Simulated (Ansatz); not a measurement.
**Pressure series in ZnS**

Base system: ZnS in the zinc blende structure (space group F-43m, No. 216; a = 5.357 Å).

Cell and atoms are relaxed at each pressure.

Calculations: PBEsol (Ansatz, a quantum-chemistry and plane-wave program; PAW; 420 eV plane waves; no SOC).

Computed cases, in order: pressure −2 GPa; pressure −1 GPa; 0 GPa (base); pressure 0.9 GPa; pressure 2.1 GPa; pressure 4.5 GPa; pressure 9 GPa; pressure 15 GPa; pressure 22.5 GPa; pressure 30 GPa.

### Question
Between which two neighbouring cases does the gap turn between direct and indirect?

### Answer
Between pressure 15 GPa (2.70 eV, direct at Γ) and pressure 22.5 GPa (2.67 eV, indirect, Γ → X). The whole series: pressure −2 GPa: 1.97 eV, direct at Γ; pressure −1 GPa: 2.03 eV, direct at Γ; 0 GPa (base): 2.09 eV, direct at Γ; pressure 0.9 GPa: 2.13 eV, direct at Γ; pressure 2.1 GPa: 2.20 eV, direct at Γ; pressure 4.5 GPa: 2.31 eV, direct at Γ; pressure 9 GPa: 2.49 eV, direct at Γ; pressure 15 GPa: 2.70 eV, direct at Γ; pressure 22.5 GPa: 2.67 eV, indirect, Γ → X; pressure 30 GPa: 2.54 eV, indirect, Γ → X.

Load acts through the strain it causes; cell and atoms are relaxed under it. Stability against distortions was not tested. Measured, ZnS leaves this structure (for rock salt) near 14.7 GPa (temperature not stated; as listed in Datta, Sujoy, Jana, Debnarayan, arXiv (2020)), on rising pressure, with hysteresis.
